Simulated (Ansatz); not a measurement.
Ansatz (a quantum-chemistry and plane-wave program) is run on LuTlS₂ (R-3m, 4 atoms in the cell), and the run fails. The aim is a self-consistent single point with DFT, PBEsol, plane waves, default PAW files made with PBE.

Cell that was meant: a = 7.4915 Å, b = 7.4915 Å, c = 7.4915 Å, α = 30.44°, β = 30.44°, γ = 30.44°.

Part of the input:

Ansatz 0.2 input:
```yaml
  pseudopotentials: { kind: paw }
scf:
  occupations: { method: cold, width: 0.0147 Ry }
  max_iter: 40
  convergence: { dr2_threshold: 1.0e-22 eV }
output:
  forces: true
  eigenvalues: true
```

Output (repeated stretches shortened):

```
SCF iter   1: F=—  HF=-27682.779055 eV  |F-HF|=—  |Δ(HF+E_count)|=         —  Δρ=4.95e-3  dr2=4.06e-2  ethr=1.77e-3  ⟨swp⟩=5.6  Hψ=16669  notcnv=0
all-band conjugate gradients solve this SCF's bands
preconditioner: auto → Resta (q_TF=auto, 2.449 Å⁻¹)
SCF iter   2: F=—  HF=-27682.767567 eV  |F-HF|=—  |Δ(HF+E_count)|=   1.15e-2  S|Δr|=   6.36e-5  Δρ=2.09e-3  dr2=7.13e-3  ethr=8.12e-5  ⟨swp⟩=2.0  Hψ=7497  notcnv=0  defer=12
   [... lines left out ...]
Error: did not converge after 40 iterations: onsite_residual = 1.26e-21 (threshold 1.00e-22), under the density mixer `msr1`, which `scf.mixing.algorithm: auto` chose by the deck's other keys (type `scf.mixing.algorithm: msr1` to keep it); raise `scf.max_iter`, which need not help a stalled SCF, or adjust the mixing (`scf.mixing`) or, under a smearing, its width (`scf.occupations.width`, in either direction: another width is another result); this SCF holds its density and magnetisation to the symmetry operations that it keeps, and cannot end on a state that breaks one of them: if the state sought breaks one, re-run with `crystal.symmetry.detect: false`, without [...]
```

Task: Diagnose the run.

Result: The fault is a threshold far tighter than needed, beside a limit on iterations. Each further decade of the residual costs iterations, and near the noise of double precision and of the grids the loop may never get there. To fix it, use a threshold that the task needs. The run ended unconverged after 40 iterations.

An input that runs soundly differs in these lines (not the only fix; some lines may just follow from the change or write a value another way):
```diff
-  max_iter: 40
-  convergence: { dr2_threshold: 1.0e-22 eV }
```

With that input, the run converged in 9 iterations: free energy E − TS (on the zero of these files) -27682.7660 eV; top of the valence band (on the code's own zero) 9.81 eV; gap on the k-point mesh 1.07 eV; pressure 0.20 GPa; largest force (vector length) 0.094 eV/Å (DFT, PBEsol, plane waves, default PAW files made with PBE).

On the sound input: the starting cell was generated: these elements placed on a structure prototype, without a prior relaxation; it need not be a known phase or ordering of this composition. Spin-orbit coupling is off. Ansatz's pressure includes its estimate of the finite-basis (Pulay) stress.
